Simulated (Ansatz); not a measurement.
## Fermi-surface data of ZrSi (Cmcm)

Given:

```yaml
crystal:
  lattice:
    - [1.86849, -4.93749, 0.00000]
    - [1.86849, 4.93749, 0.00000]
    - [0.00000, 0.00000, 3.73798]
  atoms:
    - { symbol: Zr, position: [0.64495, 0.35505, 0.25000] }
    - { symbol: Zr, position: [0.35505, 0.64495, 0.75000] }
    - { symbol: Si, position: [0.92127, 0.07873, 0.25000] }
    - { symbol: Si, position: [0.07873, 0.92127, 0.75000] }
```

Computed with PBEsol, rigid bands (plane waves, PAW, scalar-relativistic; Ansatz, an electronic-structure program). Cell: cell and atoms relaxed with PBEsol.

| Property | Value |
|---|---|
| density of states at the Fermi level | 1.00 states/(eV·cell), both spins |
| bare Sommerfeld coefficient | 0.59 mJ/(mol of atoms·K²) |
| Drude plasma energy | 3.4 (x), 3.6 (y), 3.9 (z) eV |
| root-mean-square Fermi velocity | 5.9e5 m/s |
| resistivity times τ | 43 (x), 38 (y), 32 (z) ×10⁻²² Ω·m·s |

A metal at this level (no band gap); rigid bands, thermally averaged at 300 K, both spins. Spin-orbit coupling is left out. τ is one relaxation time for all states.

Formula and space group known from diffraction (Crystallography Open Database), not checked to be the room-temperature form: ZrSi (Cmcm).
